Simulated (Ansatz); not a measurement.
O on the F site in rock-salt LiF (start: the F site; 64-site cell, 2×2×2 shifted sampling), Li-rich (Δμ(F) = -5.89 eV, Δμ(O) = -5.52 eV, bounded by Li2O (Fm-3m); only phases computed here count, gases as isolated molecules at 0 K). Method: PBE, PAW (plane waves to 420 eV; Ansatz, an electronic-structure program). In charge state −1 (not spin-polarised) the formation energy is 6.71 eV with the Fermi level at the valence-band maximum; take the Fermi level 4.20 eV above it, where this charge is the stable one. The crystal has 5.94 × 10^22 F sites per cm³.

Estimate the equilibrium concentration at 1100 K in the dilute limit, leaving out vibrational entropy and degeneracy.

E_f = 6.71 + (−1)(4.2) = 2.51 eV; kT = 0.0948 eV; c = N exp(−E_f / kT) = 5.94 × 10^22 × exp(−26.5) ≈ 2 × 10^11 cm^-3. An error of 0.2 eV in E_f moves this by a factor of 8.
